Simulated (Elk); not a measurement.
Input and output of a self-consistent single point for Al2Au (Fm-3m, 3 atoms in the cell) (Elk).

Method: PBEsol, all-electron FP-LAPW, Elk's shipped species files, APW+lo basis with extra local orbitals (Elk).

```
Al2Au
1.0
    0.00000     3.02966     3.02966
    3.02966     0.00000     3.02966
    3.02966     3.02966     0.00000
Al Au
2 1
Direct
  0.25000   0.25000   0.25000
  0.75000   0.75000   0.75000
  0.00000   0.00000   0.00000
```

Reference input (self-consistent single point, DFT, PBE, all-electron FP-LAPW, Elk's shipped species files, APW+lo basis with extra local orbitals): xctype = 20; rgkmax = 8; stype = 3; swidth = 0.00367493 Ha; ngridk = 6 6 6; tforce = true; gmaxvr = 18 1/bohr; lmaxapw = 10; lmaxo = 8; nxlo = 2; lorbcnd = true; lradstp = 2. This run's input differs from it in these lines:

```diff
@@ -4,3 +4,3 @@
 xctype
-  20
+  22
```

Output, abridged:

```
│ Self-consistent loop started │
│ Loop number : 1 │
 total energy                :     -19494.3465491
│ Loop number : 2 │
 total energy                :     -19495.8918409
RMS change in Kohn-Sham potential (target) :   0.4182062247     (  0.1000000000E-05)
Absolute change in total energy (target)   :    1.545291869     (  0.1000000000E-03)
│ Loop number : 3 │
 total energy                :     -19495.9101586
RMS change in Kohn-Sham potential (target) :   0.4104391920     (  0.1000000000E-05)
Absolute change in total energy (target)   :   0.4046405795     (  0.1000000000E-03)
│ Loop number : 4 │
   [... lines left out ...]
Absolute change in total energy (target)   :   0.4985956817E-02 (  0.1000000000E-03)
│ Loop number : 13 │
 total energy                :     -19527.4310565
RMS change in Kohn-Sham potential (target) :   0.6263194681E-06 (  0.1000000000E-05)
Absolute change in total energy (target)   :   0.4584572453E-03 (  0.1000000000E-03)
│ Loop number : 14 │
 total energy                :     -19527.4310195
RMS change in Kohn-Sham potential (target) :   0.3060526842E-06 (  0.1000000000E-05)
Absolute change in total energy (target)   :   0.7759976506E-04 (  0.1000000000E-03)
Convergence targets achieved

│ Loop number : 15 │

Energies :
 Fermi                       :     0.274527824273
 total energy                :     -19527.4309753

Density of states at Fermi energy :    23.88825646
 (states/Hartree/unit cell)

Estimated indirect band gap :   0.1934733173E-01
 from k-point      6 to k-point      4
Estimated direct band gap   :   0.7244287656E-01
 at k-point      8

Charges :
 core                        :    56.00000000
 valence                     :    49.00000000
 interstitial                :    5.118624926
 muffin-tins (core leakage)
  species :    1 (Al)
   atom    1                 :    10.91400374     (  0.1061232819E-02)
   atom    2                 :    10.91400374     (  0.1061232819E-02)
  species :    2 (Au)
   atom    1                 :    78.05336760     (  0.2821473340E-03)
   [... lines left out ...]
   total force               :     0.00000000   -0.00000000   -0.00000000
   total magnitude           :     0.00000000
 species :    2 (Au)
  atom :    1
   Hellmann-Feynman          :     0.00000000    0.00000000    0.00000000
   IBS                       :    -0.00000000   -0.00000000   -0.00000000
   total force               :     0.00000000    0.00000000    0.00000000
   total magnitude           :     0.00000000
```

The run converged in 15 iterations. The count includes the last loop, which Elk runs after its targets are met. 

The starting cell comes from a database of computed structures (which also holds hypothetical and non-ambient phases and stackings), without a prior relaxation at this level. Its lattice was rescaled by a random factor within 2.5 % of one. Spin-orbit coupling is off. Values depend on the basis (sphere radii, cutoffs, local orbitals), which need not be converged. The log's line on a gap gives a spacing of levels on this mesh, which the program prints for metals too.
